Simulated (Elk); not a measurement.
A self-consistent single point of SrTaO₃ (Pm-3m, 5 atoms in the cell) with Elk

Level of theory: Elk with PBEsol, all-electron FP-LAPW, Elk's shipped species files, APW+lo basis with extra local orbitals.

The input file:

```
tasks
  0

xctype
  22

rgkmax
  7.5

gmaxvr
  14.0

nxlo
  2

lorbcnd
  .true.

lmaxi
  3

stype
  0

swidth
  0.00183747

scale
  1.889726125

avec
    4.1445570000    0.0000000000    0.0000000000
    0.0000000000    4.1445570000    0.0000000000
    0.0000000000    0.0000000000    4.1445570000

sppath
  'species/'

atoms
  3   : nspecies
  'Sr.in'   : spfname
  1   : natoms; atposl, bfcmt below
  0.0000000000  0.0000000000  0.0000000000    0.0 0.0 0.0
  'Ta.in'   : spfname
  1   : natoms; atposl, bfcmt below
  0.5000000000  0.5000000000  0.5000000000    0.0 0.0 0.0
  'O.in'   : spfname
  3   : natoms; atposl, bfcmt below
  0.5000000000  0.5000000000  0.0000000000    0.0 0.0 0.0
  0.0000000000  0.5000000000  0.5000000000    0.0 0.0 0.0
  0.5000000000  0.0000000000  0.5000000000    0.0 0.0 0.0

ngridk
  6 6 6
```

Log, with long lists cut:

```
│ Elk code version 10.2.4 │

All units are atomic (Hartree, Bohr, etc.)

│ Ground-state run starting from atomic densities │

Lattice vectors :
   7.832077639       0.000000000       0.000000000
   0.000000000       7.832077639       0.000000000
   0.000000000       0.000000000       7.832077639

Unit cell volume      :    480.4309218
Brillouin zone volume :   0.5163077608

Muffin-tin inner radius fraction :   0.1000000000E-01

Nuclei treated as point charges

Species :    1 (Sr)
 parameters loaded from : Sr.in
 name : strontium
 nuclear charge    :   -38.00000000
 electronic charge :    38.00000000
 atomic mass :    159721.4890
 muffin-tin radius :    2.600000000
 number of radial points in muffin-tin :    597
 atomic positions (lattice), magnetic fields (Cartesian) :
   1 :   0.00000000  0.00000000  0.00000000    0.00000000  0.00000000  0.00000000

Species :    2 (Ta)
 parameters loaded from : Ta.in
 name : tantalum
 nuclear charge    :   -73.00000000
 electronic charge :    73.00000000
 atomic mass :    329847.8433
 muffin-tin radius :    2.353241021
 number of radial points in muffin-tin :    697
 atomic positions (lattice), magnetic fields (Cartesian) :
   1 :   0.50000000  0.50000000  0.50000000    0.00000000  0.00000000  0.00000000

Species :    3 (O)
 parameters loaded from : O.in
 name : oxygen
 nuclear charge    :   -8.000000000
 electronic charge :    8.000000000
 atomic mass :    29165.12202
 muffin-tin radius :    1.512797799
 number of radial points in muffin-tin :    297
 atomic positions (lattice), magnetic fields (Cartesian) :
   1 :   0.50000000  0.50000000  0.00000000    0.00000000  0.00000000  0.00000000
   2 :   0.00000000  0.50000000  0.50000000    0.00000000  0.00000000  0.00000000
   3 :   0.50000000  0.00000000  0.50000000    0.00000000  0.00000000  0.00000000

Total number of atoms per unit cell :    5

Spin treatment :
 spin-unpolarised

Number of Bravais lattice symmetries :   48
   [... lines left out ...]
Maximum |G| for potential and density :    14.00000000
 potential will be trimmed for |G| > 2 gkmax
Constant for pseudocharge density :    9
Radial integration step length :    4

G-vector grid sizes :     35    35    35
Number of G-vectors :    22143

Maximum angular momentum used for
 APW functions                      :    8
 outer part of muffin-tin           :    6
 inner part of muffin-tin           :    3

Total nuclear charge    :   -135.0000000
Total core charge       :    80.00000000
Total valence charge    :    55.00000000
Total excess charge     :    0.000000000
Total electronic charge :    135.0000000

Effective Wigner radius, rₛ :   0.9471153123

Number of empty states         :   20
Total number of valence states :   48
Total number of core states    :   80

Conduction state local-orbitals added automatically
Total number of local-orbitals :  363

Exchange-correlation functional :     22     0     0
 PBEsol, Phys. Rev. Lett. 100, 136406 (2008)
 gradient requirement :    1
 generalised gradient approximation (GGA)

Smearing type :    0
 Gaussian
Smearing width :   0.1837470000E-02
Effective electronic temperature (K) :    580.2271348

Mixing type :    3
 Broyden mixing, J. Phys. A: Math. Gen. 17, L317 (1984)

Kohn-Sham potential initialised from atomic data
│ Self-consistent loop started │
│ Loop number : 1 │
 total energy                :     -19020.3459991
│ Loop number : 2 │
 total energy                :     -19020.8761086
RMS change in Kohn-Sham potential (target) :    1.203432579     (  0.1000000000E-05)
Absolute change in total energy (target)   :   0.5301094959     (  0.1000000000E-03)
│ Loop number : 3 │
 total energy                :     -19020.2664301
RMS change in Kohn-Sham potential (target) :    1.175642757     (  0.1000000000E-05)
Absolute change in total energy (target)   :   0.4771511724     (  0.1000000000E-03)
│ Loop number : 4 │
 total energy                :     -19023.9905841
RMS change in Kohn-Sham potential (target) :   0.5300071193     (  0.1000000000E-05)
Absolute change in total energy (target)   :    3.604866211     (  0.1000000000E-03)
│ Loop number : 5 │
 total energy                :     -19024.7400810
RMS change in Kohn-Sham potential (target) :   0.1758616609     (  0.1000000000E-05)
Absolute change in total energy (target)   :    1.650713472     (  0.1000000000E-03)
   [... lines left out ...]
Absolute change in total energy (target)   :   0.3986385294E-02 (  0.1000000000E-03)
│ Loop number : 13 │
 total energy                :     -19024.8997985
RMS change in Kohn-Sham potential (target) :   0.2834792338E-05 (  0.1000000000E-05)
Absolute change in total energy (target)   :   0.1290763521E-02 (  0.1000000000E-03)
│ Loop number : 14 │
 total energy                :     -19024.8996547
RMS change in Kohn-Sham potential (target) :   0.1348658211E-05 (  0.1000000000E-05)
Absolute change in total energy (target)   :   0.4664938824E-03 (  0.1000000000E-03)
│ Loop number : 15 │
 total energy                :     -19024.8995321
RMS change in Kohn-Sham potential (target) :   0.3559343103E-06 (  0.1000000000E-05)
Absolute change in total energy (target)   :   0.2392286879E-03 (  0.1000000000E-03)
│ Loop number : 16 │
 total energy                :     -19024.8995155
RMS change in Kohn-Sham potential (target) :   0.9540355114E-07 (  0.1000000000E-05)
Absolute change in total energy (target)   :   0.7634826034E-04 (  0.1000000000E-03)
Convergence targets achieved

│ Loop number : 17 │

Energies :
 Fermi                       :     0.364222553403
 sum of eigenvalues          :     -11542.0682215
 electron kinetic            :      21031.9161747
 core electron kinetic       :      20345.8455705
 Coulomb                     :     -39615.6091130
 Coulomb potential           :     -31993.8761543
 nuclear-nuclear             :     -1420.42795433
 electron-nuclear            :     -44396.4861630
 Hartree                     :      6201.30500432
 Madelung                    :     -23618.6710358
 xc potential                :     -580.108241885
 exchange                    :     -433.188976690
 correlation                 :     -8.01759987237
 total energy                :     -19024.8995148

Density of states at Fermi energy :    60.40006562
 (states/Hartree/unit cell)

Estimated indirect band gap :   0.1647978549E-02
 from k-point     11 to k-point     11
Estimated direct band gap   :   0.1647978549E-02
 at k-point     11

Charges :
 core                        :    80.00000000
 valence                     :    55.00000000
 interstitial                :    8.181679404
 muffin-tins (core leakage)
  species :    1 (Sr)
   atom    1                 :    35.90776989     (  0.2857259216E-04)
  species :    2 (Ta)
   atom    1                 :    70.33743074     (  0.5930338290E-05)
  species :    3 (O)
   atom    1                 :    6.857706655     (  0.3158821071E-06)
   atom    2                 :    6.857706655     (  0.3158821071E-06)
   atom    3                 :    6.857706655     (  0.3158821071E-06)
 total in muffin-tins        :    126.8183206
 total calculated charge     :    135.0064318
 total charge                :    135.0000000
 error                       :   0.6431773654E-02

│ Self-consistent loop stopped │
```

The run converged in 17 iterations. The count includes the last loop, which Elk runs after its targets are met.

The starting cell comes from a database of computed structures (which also holds hypothetical and non-ambient phases and stackings), without a prior relaxation at this level. Its lattice was rescaled by a random factor within 2.5 % of one. Spin-orbit coupling is off. Spin polarisation is off. Values depend on the basis (sphere radii, cutoffs, local orbitals), which need not be converged. The log's line on a gap gives a spacing of levels on this mesh, which the program prints for metals too.

Cost on one core of a shared machine: roughly 60 s.
